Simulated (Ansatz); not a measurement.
The starting structures come from a database of crystals and need not be the phases stable at ambient conditions.

The decay constant κ of evanescent states in the gap governs leakage through a thin film.

Data:

```
CELL_PARAMETERS angstrom
      5.38066     0.00000     0.00000
      0.00000     7.89354     0.00000
      2.69033     0.00000     2.69033
ATOMIC_POSITIONS crystal
  Ti 0.00000 0.00000 0.00000
  Ti 0.00000 0.50000 0.00000
  O  0.50000 0.00000 0.50000
  O  0.00000 0.50000 0.50000
  F  0.50000 0.50000 0.50000
  F  0.00000 0.00000 0.50000
  F  0.00000 0.25000 0.00000
  F  0.00000 0.75000 0.00000
```

Space group of this cell: P4_2/mmc. The cell is taken as given; by r2SCAN its mean pressure is -4.6 GPa.

Transport runs along the normal of the first two printed cell vectors, the (110) plane of the conventional cell.

The gap is the functional's own, uncorrected, and κ follows it; spin-orbit coupling is left out. Mid-gap values are interpolated between the computed energies.

### Question
Give the band gap and the smallest decay constant κ at mid-gap that r2SCAN (Ansatz, an electronic-structure program) yields.

### Answer
Gap 2.23 eV on a 12×4×12 mesh; κ = 0.270 1/Å, at the zone centre.
